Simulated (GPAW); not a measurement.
## Input and output of a self-consistent single point for As (R-3m, 2 atoms in the cell) (GPAW)

Computed with PBE, GPAW PAW datasets PBE (gpaw-data 1.0.1) (plane waves; GPAW).

The input file:

```python
from ase import Atoms
from ase.units import GPa
from gpaw import GPAW, PW, FermiDirac

atoms = Atoms(['As', 'As'],
              cell=[[3.680364, -1.880000, 0.000000],
                    [3.680364, 1.880000, 0.000000],
                    [2.720024, 0.000000, 3.111422]],
              positions=[[2.288331, 0.000000, 0.706293],
                         [7.792421, 0.000000, 2.405129]],
              pbc=True)

calc = GPAW(mode=PW(550),
            xc='PBE',
            kpts=(7, 7, 7),
            occupations=FermiDirac(0.05),
            nbands=-8,
            convergence={'forces': 0.001},
            symmetry={'symmorphic': False, 'tolerance': 0.0005},
            maxiter=120,
            txt='-')

atoms.calc = calc

energy = atoms.get_potential_energy()
print('Energy (eV):', round(energy, 6))
forces = atoms.get_forces()
print('Forces (eV/Ang):')
print(forces.round(5))
stress = atoms.get_stress()
print('Stress (GPa, Voigt):', (stress / GPa).round(4))
```

The program printed (abridged):

```
Input parameters:
  convergence: {forces: 0.001}
  kpts: [7 7 7]
  maxiter: 120
  mode: {ecut: 550.0,
         name: pw}
  nbands: -8
  occupations: {fixmagmom: False,
                name: fermi-dirac,
                width: 0.05}
  symmetry: {symmorphic: False,
             tolerance: 0.0005}
  xc: PBE

species:
  As:
    name: Arsenic
    Z: 33.0
    valence: 5
    core: 28
    charge: 0.0
    file: As.PBE.gz

    # Using partial waves for As as LCAO basis

Reference energy: -123005.947200  # eV

Spin-paired calculation

Convergence criteria:
 Maximum [total energy] change in last 3 cyles: 0.0005 eV / valence electron
 Maximum integral of absolute [dens]ity change: 0.0001 electrons / valence electron
 Maximum integral of absolute [eigenst]ate change: 4e-08 eV^2 / valence electron
 Maximum change in the atomic [forces] across last 2 cycles: 0.001 eV/Ang OR
Maximum error relative to the maximum force is below inf
 Maximum number of scf [iter]ations: 120

Symmetries present (total): 12
Symmetries with fractional translations: 0
343 k-points: 7 x 7 x 7 Monkhorst-Pack grid
44 k-points in the irreducible part of the Brillouin zone
       k-points in crystal coordinates                weights
   0:     0.00000000    0.00000000    0.00000000          1/343
   1:     0.14285714    0.00000000   -0.14285714          6/343
   2:     0.14285714    0.00000000    0.00000000          6/343
   [... 7 lines left out ...]
          ...
  43:     0.42857143    0.42857143    0.42857143          2/343

Wave functions: Plane wave expansion
  Cutoff energy: 550.000 eV
  Number of coefficients (min, max): 1243, 1272
  Pulay-stress correction: 0.000000 eV/Ang^3 (de/decut=0.000000)

Occupation numbers: Fermi-Dirac:
  width: 0.0500  # eV

Eigensolver

Densities:
  Coarse grid: 24*24*24 grid
  Fine grid: 48*48*48 grid
  Total Charge: 0.000000

Density mixing:
  Method: separate
  Backend: pulay
  Linear mixing parameter: 0.05
  old densities: 5
  Damping of long wavelength oscillations: 50

Hamiltonian:
  XC and Coulomb potentials evaluated on a 48*48*48 grid
  External potential:
    NoExternalPotential

XC parameters: PBE with 2 nearest neighbor stencil

Number of atoms: 2
Number of atomic orbitals: 8
Number of bands in calculation: 13
Number of valence electrons: 10
Bands to converge: occupied

Density initialized from atomic densities
  8 bands from LCAO basis set
  5 bands from random numbers

Atomic positions and initial magnetic moments

Positions:
   0 As     2.288331    0.000000    0.706293    ( 0.0000,  0.0000,  0.0000)
   1 As     7.792421    0.000000    2.405129    ( 0.0000,  0.0000,  0.0000)

Unit cell:
           periodic     x           y           z      points  spacing
  1. axis:    yes    3.680364   -1.880000    0.000000    24     0.1296
  2. axis:    yes    3.680364    1.880000    0.000000    24     0.1296
  3. axis:    yes    2.720024    0.000000    3.111422    24     0.1296

  Lengths:   4.132733   4.132733   4.132732
  Angles:   54.117622  54.117622  54.117621

Effective grid spacing dv^(1/3) = 0.1460

     iter     time        total  log10-change:
                         energy   eigst   dens  force
iter:   1 --:--:--    -9.337016
iter:   2 --:--:--    -9.338091   -2.98  -1.15
iter:   3 --:--:--    -9.332930   -3.06  -1.17
iter:   4 --:--:--    -9.333095   -4.46  -2.18
iter:   5 --:--:--    -9.332775c  -5.05  -2.28
iter:   6 --:--:--    -9.332778c  -5.95  -2.71
iter:   7 --:--:--    -9.332772c  -6.31  -3.02
iter:   8 --:--:--    -9.332773c  -7.37  -3.52
iter:   9 --:--:--    -9.332774c  -7.58c -3.72
iter:  10 --:--:--    -9.332774c  -8.44c -3.97
iter:  11 --:--:--    -9.332774c -10.42c -4.95c
iter:  12 --:--:--    -9.332774c -10.32c -4.98c -3.57c

Converged after 12 iterations.

Dipole moment: (-0.000000, -0.000000, -0.000000) |e|*Ang

Energy contributions relative to reference atoms: (reference = -123005.947200)

Kinetic:        +18.996464
Potential:      -18.415405
External:        +0.000000
XC:              -9.892746
Entropy (-ST):   -0.002454
Local:           -0.019860
SIC:             +0.000000
--------------------------
Free energy:     -9.334001
Extrapolated:    -9.332774

Showing only first 2 kpts
 Kpt  Band  Eigenvalues  Occupancy
  0     3      5.02061    2.00000
  0     4      5.02061    2.00000
  0     5      8.72014    0.00000
  0     6      9.94593    0.00000

  1     3      5.02824    2.00000
  1     4      5.12532    2.00000
  1     5      8.18894    0.00000
  1     6      8.75340    0.00000

Fermi level: 7.04232

No gap
No difference between direct/indirect transitions
Energy (eV): -9.332774

Forces in eV/Ang:
  0 As    0.23412    0.00000    0.07226
  1 As   -0.23412    0.00000   -0.07226

Stress tensor:
    -0.015911     0.000000     0.002330
    -0.000000    -0.023460    -0.000000
     0.002330     0.000000    -0.022741
Stress (GPa, Voigt): [-2.5492 -3.7587 -3.6435 -0.      0.3733  0.    ]
```

The run converged in 12 iterations. GPAW prints stress with tension positive.

The starting cell has typed, rounded lattice constants, without a prior relaxation at this level. With a pressure of about 3 GPa the cell is away from its equilibrium volume at this level.
